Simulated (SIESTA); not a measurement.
Input and output of a self-consistent single point for NaH₂Pd₃ (Cmmm, 6 atoms in the cell) (SIESTA).

Computed with GGA PBEsol, numerical atomic orbitals DZP, PseudoDojo PBEsol standard norm-conserving potentials (rewritten from UPF to PSML) run with SIESTA.

The change in words: lattice scaled by 0.98. Reference geometry:
```xyz
6
Lattice="2.8266 -4.3103 0.0000 2.8266 4.3103 0.0000 0.0000 0.0000 2.8136" Properties=species:S:1:pos:R:3 pbc="T T T"
Na     2.8266     0.0000     0.0000
H      2.8266     2.4514     0.0000
H      2.8266    -2.4514     0.0000
Pd     0.0000     0.0000     0.0000
Pd     1.4133    -2.1552     1.4068
Pd     1.4133     2.1552     1.4068
```

Reference input (self-consistent single point, DFT, GGA PBEsol, numerical atomic orbitals DZP, PseudoDojo PBEsol standard norm-conserving potentials (rewritten from UPF to PSML)): XC.functional = GGA; XC.authors = PBEsol; potentials = PseudoDojo PBEsol standard; PAO.BasisSize = DZP; PAO.EnergyShift = 0.01 Ry; MeshCutoff = 350 Ry; kgrid.MonkhorstPack = 5 5 8; OccupationFunction = FD; ElectronicTemperature = 1160.45 K; MaxSCFIterations = 150; SCF.Mixer.Method = Broyden; SCF.Mixer.Weight = 0.1. This run's input differs from it in these lines:

```diff
@@ -11,7 +11,7 @@
 %endblock ChemicalSpeciesLabel
-LatticeConstant              5.154438 Ang
+LatticeConstant              5.051349 Ang
 %block LatticeVectors
-     0.548375982   -0.836231806    0.000000000
-     0.548375982    0.836231806    0.000000000
-     0.000000000    0.000000000    0.545851944
+     0.548376087   -0.836231866    0.000000000
+     0.548376087    0.836231866    0.000000000
+     0.000000000    0.000000000    0.545852009
 %endblock LatticeVectors
```

Output (repeated stretches shortened):

```
        iscf     Eharris(eV)        E_KS(eV)     FreeEng(eV)     dDmax    Ef(eV) dHmax(eV)
   scf:    1   -12254.112710   -12279.025848   -12279.086823  0.569372 -5.002185  3.052658
   scf:    2   -12279.782402   -12279.429444   -12279.488442  0.040400 -5.155249  2.702302
   scf:    3   -12279.997714   -12279.812009   -12279.865900  0.079733 -5.449988  2.124496
   scf:    4   -12279.854731   -12279.834809   -12279.888211  0.023330 -5.463016  1.453585
   scf:    5   -12279.859642   -12279.849639   -12279.903355  0.043157 -5.446634  0.101330
   [... 3 lines left out ...]
   scf:    9   -12279.849918   -12279.849917   -12279.903909  0.000081 -5.454419  0.003673
   scf:   10   -12279.849921   -12279.849919   -12279.903909  0.000093 -5.454502  0.001568
   scf:   11   -12279.849922   -12279.849921   -12279.903910  0.000077 -5.454572  0.001031
   scf:   12   -12279.849923   -12279.849922   -12279.903910  0.000054 -5.454634  0.000634
SCF Convergence by DM+H criterion
max |DM_out - DM_in|         :     0.0000538009
max |H_out - H_in|      (eV) :     0.0006341101
SCF cycle converged after 12 iterations

Using DM_out to compute the final energy and forces

siesta: E_KS(eV) =           -12279.8499

siesta: E_KS - E_eggbox =    -12279.8499

siesta: Atomic forces (eV/Ang):
     1    0.000000    0.000000    0.000000
     2   -0.000000   -0.106728    0.000000
     3    0.000000    0.106728    0.000000
     4   -0.000000   -0.000000    0.000000
     5   -0.000000   -0.000000   -0.000000
     6    0.000000    0.000000   -0.000000
   Tot   -0.000000   -0.000000   -0.000000
   Max    0.106728
   Res    0.035576    sqrt( Sum f_i^2 / 3N )
   Max    0.106728    constrained

   [... lines left out ...]
siesta: FreeEng =    -12279.903910
   [... lines left out ...]
siesta:    -0.018030   -0.000000    0.000000
siesta:    -0.000000   -0.014785   -0.000000
siesta:     0.000000    0.000000   -0.020503

siesta: Cell volume =         64.525630 Ang**3

siesta: Pressure (static):
siesta:                Solid            Molecule  Units
siesta:           0.00019357          0.00022243  Ry/Bohr**3
siesta:           0.01777301          0.02042214  eV/Ang**3
siesta:          28.47549581         32.71987831  kBar
```

The run converged in 12 iterations. Against the reference run the free energy drops by 6.4 meV/atom, the pressure goes from -5.40 to 2.85 GPa and the largest force goes from 0.010 to 0.107 eV/Å.

The starting cell comes from a database of computed structures (which also holds hypothetical and non-ambient phases and stackings), without a prior relaxation at this level. For this run, on top of that: lattice scaled by 0.98. Spin polarisation is off. Values carry the incompleteness of an atom-centred basis.
